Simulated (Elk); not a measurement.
Band structure of Co2SbAs (P-6m2, 4 atoms in the cell).

```xyz
4
Lattice="3.7262 0.0000 0.0000 -1.8631 3.2270 0.0000 0.0000 0.0000 5.1287" Properties=species:S:1:pos:R:3 pbc="T T T"
Co     1.8631     1.0757     1.2121
Co     1.8631     1.0757     3.9165
Sb     0.0000     0.0000     2.5643
As     0.0000     2.1513     0.0000
```

Method of the run: PBEsol, spin-orbit coupling in second variation, all-electron FP-LAPW, Elk's shipped species files, APW+lo basis with extra local orbitals (Elk).

Settings: xctype = 22; spinorb = true; rgkmax = 8; stype = 1; swidth = 0.00999582 Ha; ngridk = 5 5 3; gmaxvr = 18 1/bohr; lmaxapw = 10; lmaxo = 8; nxlo = 2; lorbcnd = true; lradstp = 2; nrmtscf = 2; rmtscf = 0.89.

The starting cell comes from a database of computed structures (which also holds hypothetical and non-ambient phases and stackings), without a prior relaxation at this level. Values depend on the basis (sphere radii, cutoffs, local orbitals), which need not be converged.

These are the values that this program gave, and no reference: the basis lacks p1/2 orbitals, which heavy p elements need under spin-orbit coupling.

Levels in eV from the Fermi level, bands 57 to 64:
| point | 57 | 58 | 59 | 60 | 61 | 62 | 63 | 64 |
|---|---|---|---|---|---|---|---|---|
| Γ | 0.68 | 0.68 | 0.83 | 0.83 | 1.10 | 1.10 | 3.39 | 3.39 |
| M | -0.83 | -0.83 | -0.65 | -0.65 | -0.57 | -0.57 | 0.46 | 0.46 |
| K | -0.73 | -0.68 | -0.66 | -0.63 | 0.04 | 0.14 | 0.26 | 0.32 |
| A | -0.34 | -0.34 | 0.71 | 0.71 | 2.29 | 2.29 | 2.42 | 2.42 |
| L | -1.08 | -1.08 | -0.90 | -0.90 | 0.59 | 0.59 | 1.26 | 1.26 |
| H | -0.76 | -0.68 | -0.61 | -0.54 | -0.43 | -0.42 | -0.32 | -0.25 |

Bands cross the Fermi level along this path, so the cell is metallic at this level.

The net moment of the cell came out as 0.00 μB.
